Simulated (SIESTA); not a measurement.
A self-consistent single point of SiO2 (P4_2/mnm, 6 atoms in the cell) with SIESTA.

Method of the run: LDA PW92, numerical atomic orbitals DZP, PseudoDojo LDA standard norm-conserving potentials (rewritten from UPF to PSML) in SIESTA.

```xyz
6
Lattice="4.1621 0.0000 0.0000 0.0000 4.1621 0.0000 0.0000 0.0000 2.6482" Properties=species:S:1:pos:R:3 pbc="T T T"
Si     2.0810     2.0810     1.3241
Si     0.0000     0.0000     0.0000
O      2.8850     2.8850     0.0000
O      1.2771     1.2771     0.0000
O      3.3581     0.8039     1.3241
O      0.8039     3.3581     1.3241
```

Reference input (self-consistent single point, DFT, GGA PBE, numerical atomic orbitals DZP, PseudoDojo PBE standard norm-conserving potentials (rewritten from UPF to PSML)): XC.functional = GGA; XC.authors = PBE; potentials = PseudoDojo PBE standard; PAO.BasisSize = DZP; PAO.EnergyShift = 0.01 Ry; MeshCutoff = 350 Ry; kgrid.MonkhorstPack = 4 4 6; OccupationFunction = FD; ElectronicTemperature = 10 K; MaxSCFIterations = 150; SCF.Mixer.Method = Pulay; SCF.Mixer.Weight = 0.25. This run's input differs from it in these lines:

```diff
@@ -1,2 +1,2 @@
-# files in the folder: Si.psml O.psml (PseudoDojo PBE standard)
+# files in the folder: Si.psml O.psml (PseudoDojo LDA standard)
 SystemName  SiO2
@@ -26,4 +26,4 @@
 
-XC.functional                GGA
-XC.authors                   PBE
+XC.functional                LDA
+XC.authors                   PW92
 PAO.BasisSize                DZP
```

Log, with long lists cut:

```
        iscf     Eharris(eV)        E_KS(eV)     FreeEng(eV)     dDmax    Ef(eV) dHmax(eV)
   scf:    1    -2010.242501    -2032.551874    -2032.551874  1.732328 -7.616558  4.554383
   scf:    2    -2036.526166    -2034.816711    -2034.816711  0.078068 -7.112155  1.798692
   scf:    3    -2035.467837    -2035.276008    -2035.276008  0.066442 -1.227637  0.140264
   scf:    4    -2035.284152    -2035.280538    -2035.280538  0.022155 -1.251772  0.046997
   scf:    5    -2035.280226    -2035.280659    -2035.280659  0.004806 -1.236771  0.033845
   scf:    6    -2035.281011    -2035.280879    -2035.280879  0.001719 -1.237758  0.005381
   scf:    7    -2035.280889    -2035.280886    -2035.280886  0.000252 -1.237437  0.001192
   scf:    8    -2035.280886    -2035.280886    -2035.280886  0.000056 -1.237482  0.000362
   scf:    9    -2035.280886    -2035.280886    -2035.280886  0.000021 -1.237478  0.000002
   scf:   10    -2035.280886    -2035.280886    -2035.280886  0.000000 -1.237478  0.000001
SCF Convergence by DM+H criterion
max |DM_out - DM_in|         :     0.0000001409
max |H_out - H_in|      (eV) :     0.0000010068
SCF cycle converged after 10 iterations

Using DM_out to compute the final energy and forces

siesta: E_KS(eV) =            -2035.2809

siesta: E_KS - E_eggbox =     -2035.2809

siesta: Atomic forces (eV/Ang):
     1    0.000000    0.000000   -0.000000
     2    0.000000    0.000000    0.000000
     3    0.182758    0.182758   -0.000000
     4   -0.182758   -0.182758    0.000000
     5   -0.182758    0.182758   -0.000000
     6    0.182758   -0.182758   -0.000000
   Tot   -0.000000   -0.000000   -0.000000
   Max    0.182758
   Res    0.121839    sqrt( Sum f_i^2 / 3N )
   Max    0.182758    constrained

   [... lines left out ...]
siesta: FreeEng =     -2035.280886
   [... lines left out ...]
siesta:    -0.010674   -0.000000    0.000000
siesta:    -0.000000   -0.010674    0.000000
siesta:     0.000000    0.000000   -0.050031

siesta: Cell volume =         45.874610 Ang**3

siesta: Pressure (static):
siesta:                Solid            Molecule  Units
siesta:           0.00025914          0.00028651  Ry/Bohr**3
siesta:           0.02379285          0.02630610  eV/Ang**3
siesta:          38.12034700         42.14701779  kBar
```

The run converged in 10 iterations. Against the reference run the pressure goes from 20.03 to 3.81 GPa, the largest force goes from 0.435 to 0.258 eV/Å and the gap on the mesh goes from 5.876 to 5.896 eV.

The starting cell comes from a database of computed structures (which also holds hypothetical and non-ambient phases and stackings), without a prior relaxation at this level. Its lattice was rescaled by a random factor within 2.5 % of one. Values carry the incompleteness of an atom-centred basis. With a pressure of about 4 GPa the cell is away from its equilibrium volume at this level.

Cost on one core of a shared machine: roughly 30 s.
